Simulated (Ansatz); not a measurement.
The starting structures come from a database of crystals and need not be the phases stable at ambient conditions.

 Where the default PAW files enter, the runs use the earlier of Ansatz's two default sets.

Here is the system:

```
NaF2H
1.0
    3.47552     0.00000     0.00000
   -1.73776     3.00988     0.00000
    1.73776     1.00329     4.60781
Na H F
1 1 2
Direct
  0.00000   0.00000   0.00000
  0.00000   0.50000   0.50000
  0.83451   0.41725   0.74824
  0.16549   0.58275   0.25176
```

Space group of this cell: R-3m. The cell was relaxed by PBE-D3(BJ); by r2SCAN its mean pressure is -1.5 GPa.

Transport runs along the normal of the first two printed cell vectors, the (001) plane of the conventional cell.

The gap is the functional's own. No spin-orbit coupling. Mid-gap values are interpolated on the energy grid.

Predict the band gap and the smallest decay constant κ at mid-gap from r2SCAN (Ansatz, a program for electronic structure).

Gap 7.69 eV on a 12×12×12 mesh; κ = 0.562 1/Å, at the zone centre.
